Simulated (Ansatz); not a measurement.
System: Si (model structure, R-3m, No. 166, 6 atoms in the cell). Method: r²SCAN in Ansatz (PAW).

Settings: plane-wave cutoff 560 eV, 10×10×10 k mesh, Fermi–Dirac smearing 0.01 eV, scalar-relativistic PAW data made under PBE.

Cell (relaxed at this level):

```xyz
6
Lattice="1.9188 1.1078 9.4833 -1.9188 1.1078 9.4833 0.0000 -2.2156 9.4833" Properties=species:S:1:pos:R:3 pbc="T T T"
Si     0.0000     0.0000    20.9366
Si     0.0000     0.0000    23.3095
Si     0.0000     0.0000     5.1403
Si     0.0000     0.0000     7.5132
Si     0.0000     0.0000    27.2732
Si     0.0000     0.0000     1.1767
```

**Question.** Estimate the band gap, direct gap at Γ and bulk modulus that the calculation returns.

**Answer.** 
- band gap: 0.69 eV (on the SCF k mesh)
- direct gap at Γ: 1.72 eV
- bulk modulus: 97.0 GPa

Note: the bulk modulus is −V dP/dV from two relaxed cells at ±2 % in volume; the relaxation could raise the start's symmetry but not lower it, so the cell can be a saddle point.

Computed values are for the static lattice.

It cost roughly 2.0 core-minutes of CPU time.

A model structure was made by putting elements into a prototype or built by hand; it is no filed structure, need not be a known phase, and can be a saddle point held by its symmetry.

Ansatz is an electronic-structure program.
